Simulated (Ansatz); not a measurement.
Consider a periodic stack without vacuum, fluorite-type CoSi2 (1 1 1) on zinc-blende GaP (1 1 1) (film strained to the substrate, faces as cut): substrate slab Ga5P5, film Co3Si6, surface cells [[0, 1], [-1, 0]] and [[0, 1], [-1, 0]], film strained by +2.7 and +2.7 %, faces Ga/P and Si/Si as cut (like faces can put a slab off its formula). Its start:

```xyz
19
Lattice="3.8942 0.0000 -0.0328 -1.9471 3.3725 0.0949 0.1067 2.2933 24.6971" Properties=species:S:1:pos:R:3 pbc="T T T"
Ga    -1.7162     3.8463     0.8741
Ga     0.2624     2.6283     4.1067
Ga     2.2363     1.3908     7.2154
Ga     2.2672     3.5637    10.4356
Ga     0.3498     2.3690    13.5659
P      0.2372     2.6965     1.7123
P      2.2141     1.4868     4.8253
P      2.2433     3.6181     8.0594
P      0.3261     2.4243    11.2192
P      0.3532     4.7194    14.6079
Co     2.3268     1.9429    16.8194
Co     2.3490     4.1173    19.9665
Co     0.4123     2.9126    23.0496
Si     0.3777     3.1098    16.4033
Si    -1.5592     4.1472    17.7711
Si     2.3472     1.8869    19.2049
Si     0.4108     2.9809    20.6699
Si     2.3750     4.0695    22.2085
Si     2.3982     1.7934    23.4761
```

The start was prepared with a machine-learned potential, and the result is one local minimum, with the in-plane cell held and forces under 0.04 eV/Å; the film can end far from its bulk form.

Calculation: PBE (plane waves to 420 eV, PAW; Ansatz, a first-principles code). No spin–orbit coupling; the runs are not spin-polarised; PBE gaps are too small against experiment. Its k-point mesh 9×9×1, Fermi–Dirac width 0.05 eV.

### Question
Predict the relaxed interface.

### Answer
```
Property                                                                                                                 Result
--------------------------------------------------------------------------------  ---------------------------------------------
interface area                                                                                                          13.1 Å²
period                                                                                                                  24.88 Å
gaps between the outermost planes at the two interfaces                                                         1.92 and 2.03 Å
Co–Ga contacts across the interfaces within 1.22 times the sum of covalent radii                                 1, mean 2.49 Å
P–Si contacts across the interfaces within 1.22 times the sum of covalent radii                                  1, mean 2.44 Å
Co–P contacts across the interfaces within 1.22 times the sum of covalent radii                                  1, mean 2.39 Å
estimate of the barrier                                                           withheld, since the two interfaces are unlike
slope of the mean potential energy in the substrate                                                              -4.6 MV/cm × e
```
